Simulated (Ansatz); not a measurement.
Base system: LaBr3 in the ReO3 type structure (space group Pm-3m, No. 221; a = 5.8854 Å; a hypothetical phase, not in the database extracts checked). Axes: x, y, z lie along the cube axes.

(Cell as relaxed with PBE.)

Levels (all Ansatz, an electronic-structure program, PAW): PBE (420 eV, no spin-orbit coupling); PBEsol (420 eV, spin-orbit coupling left out).

Each level relaxes its own structure.

```
base                      PBE    PBEsol
-------------------  --------  --------
volume per atom      50.96 Å³  48.85 Å³
lattice parameter a   5.885 Å   5.803 Å
band gap              3.38 eV   3.52 eV
```

Now apply this change: compressive biaxial strain of 0.60 % in the plane normal to [001], as in epitaxy on a mismatched substrate; the out-of-plane cell vector and the atoms relax.

| quantity | PBE | PBEsol |
|---|---|---|
| volume per atom | 50.39 Å³ | (withheld) |
| shift of the gap caused by the change | +0.05 eV | (withheld) |
| band gap | 3.43 eV | (withheld) |

Q: What does PBEsol give?

A: 
- volume per atom, PBEsol: 48.31 Å³
- shift of the gap caused by the change, PBEsol: -0.01 eV
- band gap, PBEsol: 3.50 eV

PBE's volume per atom lies 2.08 Å³ above PBEsol's (4.3 %); PBE's shift of the gap caused by the change lies 0.06 eV above PBEsol's; PBE's band gap lies 0.07 eV below PBEsol's. Neither level is exact; PBEsol is the comparison here, not a measurement.

No phonon test of stability was made.
